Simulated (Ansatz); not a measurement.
Band structure of Al2Cu (I4/mcm, 6 atoms in the cell).

```
CELL_PARAMETERS angstrom
     -2.93382     2.93382     2.34081
      2.93382    -2.93382     2.34081
      2.93382     2.93382    -2.34081
ATOMIC_POSITIONS crystal
  Al 0.84139 0.65861 0.50000
  Al 0.15861 0.34139 0.50000
  Al 0.65861 0.15861 0.81722
  Al 0.34139 0.84139 0.18278
  Cu 0.25000 0.25000 0.00000
  Cu 0.75000 0.75000 0.00000
```

Method: PBE (plane waves, PAW; Ansatz, a first-principles code).

Settings: kpoints.mp_grid.grid = 7 7 7; hamiltonian.xc = pbe; hamiltonian.pseudopotentials = {kind: paw} (the program's default PAW files); scf.occupations.method = gaussian; scf.occupations.width = 0.2 eV; kpoints.band_path.npoints = 8.

The starting cell comes from a database of computed structures (which also holds hypothetical and non-ambient phases and stackings), without a prior relaxation at this level. Its lattice was rescaled by a random factor within 2.5 % of one. Spin polarisation is off.

Levels in eV from the Fermi level, bands 21 to 28:
```json
[
 {"point": "Γ", "21": "-3.34", "22": "-2.24", "23": "-1.59", "24": "-1.45", "25": "-1.45", "26": "-1.00", "27": "-0.12", "28": "-0.01"},
 {"point": "X", "21": "-3.16", "22": "-3.06", "23": "-1.80", "24": "-1.57", "25": "-0.82", "26": "-0.66", "27": "0.78", "28": "1.29"},
 {"point": "M", "21": "-3.67", "22": "-3.49", "23": "-3.49", "24": "-1.90", "25": "2.69", "26": "2.89", "27": "2.89", "28": "3.44"},
 {"point": "Z", "21": "-3.62", "22": "-3.54", "23": "-3.54", "24": "-1.04", "25": "1.50", "26": "1.69", "27": "1.69", "28": "2.17"},
 {"point": "P", "21": "-4.14", "22": "-4.14", "23": "0.31", "24": "0.31", "25": "0.65", "26": "0.65", "27": "1.78", "28": "1.78"},
 {"point": "N", "21": "-3.39", "22": "-3.39", "23": "-2.82", "24": "-2.82", "25": "0.14", "26": "0.14", "27": "4.18", "28": "4.18"},
 {"point": "Z1", "21": "-3.62", "22": "-3.54", "23": "-3.54", "24": "-1.04", "25": "1.50", "26": "1.69", "27": "1.69", "28": "2.17"}
]
```

Bands cross the Fermi level along this path, so the cell is metallic at this level.

Keys are those of Ansatz 0.2.
